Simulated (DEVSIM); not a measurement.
System: Ru/SiO2/n-Si capacitor, at 300 K.

| layer (left to right) | material | thickness (nm) | Nd (cm⁻³) |
|---|---|---|---|
| 1 | SiO2 | 9.40 | - |
| 2 | Si | 1400 | 1.7e17 |

Metal gate on the left, work function 4.7 eV. Fixed charge at the semiconductor interface -1.3e10 cm⁻² (in units of +e); no interface traps.

This is a model device: material constants are rounded textbook-type values typed into the input, and sizes, dopings and lifetimes were drawn at random. Values at 300 K.

```tsv
parameter	SiO2	Si
gap (eV)	9	1.124
affinity (eV)	0.9	4.05
permittivity	3.9	11.7
Nc (cm⁻³)	-	2.86e19
Nv (cm⁻³)	-	3.1e19
```

Model (solved in DEVSIM): 1D Poisson equation in equilibrium, Boltzmann statistics, complete ionisation; no quantum confinement or tunnelling. Metal contacts follow the ideal Schottky-Mott rule: no Fermi-level pinning, no interface dipoles.

The SiO2 thickness was swept, all else fixed.

```tsv
SiO2 thickness (μm)	minimum of the low-frequency capacitance (μF/cm²)	threshold voltage (band bending 2φF) (V)	capacitance of the dielectric stack (μF/cm²)
0.0038	0.125	-0.58	0.909
0.0052	0.118	-0.67	0.664
0.0066	___	___	0.523
0.008	0.107	-0.84	0.432
0.0094	0.103	-0.93	0.367
0.011	0.0980	-1.03	0.314
```

### Question
Fill in the missing entries.

### Answer

- 0.0066, minimum of the low-frequency capacitance (μF/cm²): 0.112
- 0.0066, threshold voltage (band bending 2φF) (V): -0.75
